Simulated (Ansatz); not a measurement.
**Parameter sweep on Tl₂Pd₃S₂ (P1, 7 atoms in the cell)**

```
CELL_PARAMETERS angstrom
      2.94769     1.70185     4.71071
     -2.94769     1.70185     4.71071
      0.00000    -3.40370     4.71071
ATOMIC_POSITIONS crystal
  Tl 0.99540 0.00156 0.99881
  Tl 0.49194 0.49344 0.50506
  Pd 0.99919 0.00336 0.49571
  Pd 0.49283 0.00581 0.00871
  Pd 0.00580 0.49347 0.99424
  S  0.72969 0.72220 0.71781
  S  0.28514 0.28016 0.27967
```

Base run A: LDA (PW92), default PAW files made with PBE run with Ansatz (a program for electronic structure), self-consistent single point.

Its settings: kpoints.mp_grid.grid = 4 4 4; hamiltonian.xc = lda; hamiltonian.pseudopotentials = {kind: paw} (the program's default PAW files); scf.occupations.method = fermi_dirac; scf.occupations.width = 0.0073 Ry.

The starting cell comes from a database of computed structures (which also holds hypothetical and non-ambient phases and stackings), without a prior relaxation at this level. Its atoms were displaced at random from the sites of space group no. 166. Spin polarisation is off. In the base run, with a pressure of about -5 GPa the cell is away from its equilibrium volume at this level. Ansatz's pressure includes its estimate of the finite-basis (Pulay) stress.

ΔF is the free energy per atom less that of run A. 

Runs:
- B: scf.mixing.preconditioner: default (the program chose Kerker) → none
- C: scf.mixing.preconditioner: default (the program chose Kerker) → kerker
- D: scf.mixing.preconditioner: default (the program chose Kerker) → kerker_dos
- E: scf.mixing.preconditioner: default (the program chose Kerker) → resta; scf.mixing.eps_inf: default → 10
- F: scf.mixing.preconditioner: default (the program chose Kerker) → ldos
- G: scf.mixing.preconditioner: default (the program chose Kerker) → local_kerker
- H: scf.mixing.preconditioner: default (the program chose Kerker) → kerker; scf.mixing.q_tf: default → 0.2
- I: scf.mixing.preconditioner: default (the program chose Kerker) → kerker; scf.mixing.q_tf: default → 0.5
- J: scf.mixing.preconditioner: default (the program chose Kerker) → kerker; scf.mixing.q_tf: default → 1.5

```json
[
 {"run": "A", "ΔF (meV/atom)": "0.00", "pressure (GPa)": "-5.50", "largest force (eV/Å)": "0.920", "iterations": "8"},
 {"run": "B", "ΔF (meV/atom)": "0.00", "pressure (GPa)": "-5.50", "largest force (eV/Å)": "0.920", "iterations": "11"},
 {"run": "C", "ΔF (meV/atom)": "0.00", "pressure (GPa)": "-5.50", "largest force (eV/Å)": "0.920", "iterations": "10"},
 {"run": "D", "ΔF (meV/atom)": "0.00", "pressure (GPa)": "-5.50", "largest force (eV/Å)": "0.920", "iterations": "10"},
 {"run": "E", "ΔF (meV/atom)": "0.00", "pressure (GPa)": "-5.50", "largest force (eV/Å)": "0.920", "iterations": "10"},
 {"run": "F", "ΔF (meV/atom)": "0.00", "pressure (GPa)": "-5.50", "largest force (eV/Å)": "0.920", "iterations": "8"},
 {"run": "G", "ΔF (meV/atom)": "0.00", "pressure (GPa)": "-5.50", "largest force (eV/Å)": "0.920", "iterations": "7"},
 {"run": "H", "ΔF (meV/atom)": "0.00", "pressure (GPa)": "-5.50", "largest force (eV/Å)": "0.920", "iterations": "11"},
 {"run": "I", "ΔF (meV/atom)": "0.00", "pressure (GPa)": "-5.50", "largest force (eV/Å)": "0.920", "iterations": "11"},
 {"run": "J", "ΔF (meV/atom)": "0.00", "pressure (GPa)": "-5.50", "largest force (eV/Å)": "0.920", "iterations": "8"}
]
```

Runs B, C, D, E, F, G, H, I, J gave the same state as A (within 1 meV/atom). The fewest iterations to that state were 7 (G); the most were 11.

Keys are those of Ansatz 0.2.
